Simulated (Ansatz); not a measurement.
A calculation on TcAgO₄ (I4₁/a, No. 88; start COD 2013356) returned lattice constant a 5.232 Å, lattice parameter c 11.502 Å.

Problem. Which level of theory produced these numbers?
A. PBEsol (Ansatz, a quantum-chemistry and plane-wave program)
B. LDA (Ansatz)
C. r²SCAN+rVV10 (Ansatz)
D. r²SCAN (Ansatz)

Solution. C, r²SCAN+rVV10 (Ansatz)

The others give: PBEsol 5.266 Å, 11.369 Å; r²SCAN 5.291 Å, 11.594 Å; LDA 5.146 Å, 11.083 Å.

Unless a cell is named, each level is at its own relaxed cell (LDA 12.23, PBEsol 13.13, r²SCAN 13.52, r²SCAN+rVV10 13.12 Å³/atom).

Caveats: the relaxation could not lower the start's symmetry, so the cell can be a saddle point above a distorted one (PBEsol, r²SCAN, LDA, r²SCAN+rVV10). Ansatz's density-functional and Hartree–Fock values are scalar-relativistic unless marked +SOC, with PAW data made under PBE.
